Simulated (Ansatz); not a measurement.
## Cu: pressure series

Start from Cu in the fcc (Cu type) structure (space group Fm-3m, No. 225; a = 3.5179 Å).

Cell and atoms are relaxed at each pressure.

Method: LDA (Ansatz, an electronic-structure program), no SOC.

Notes on the quantities. enthalpy: H = E + PV relative to the base's energy.

| case | density | shortest interatomic distance | enthalpy |
|---|---|---|---|
| base | 9.69 g/cm³ | 248.8 pm | – |
| pressure −2 GPa | [?] | [?] | -0.14 eV/atom |
| pressure −1 GPa | 9.64 g/cm³ | 249.2 pm | -0.07 eV/atom |
| pressure 0.9 GPa | 9.74 g/cm³ | 248.4 pm | +0.06 eV/atom |
| pressure 2.1 GPa | 9.80 g/cm³ | 247.9 pm | +0.14 eV/atom |
| pressure 4.5 GPa | 9.92 g/cm³ | 246.9 pm | +0.30 eV/atom |
| pressure 9 GPa | 10.12 g/cm³ | 245.2 pm | +0.60 eV/atom |
| pressure 15 GPa | 10.37 g/cm³ | 243.2 pm | +0.98 eV/atom |
| pressure 22.5 GPa | 10.65 g/cm³ | 241.1 pm | +1.45 eV/atom |
| pressure 30 GPa | 10.91 g/cm³ | 239.1 pm | +1.91 eV/atom |

Task: Fill in the withheld entries from the trend.

Result: 
- pressure −2 GPa, density: 9.59 g/cm³
- pressure −2 GPa, shortest interatomic distance: 249.7 pm

Load acts through the strain it causes; cell and atoms are relaxed under it. Whether these cells are dynamically stable was not tested. No other phases were tried under pressure. All final runs are without spin polarisation.
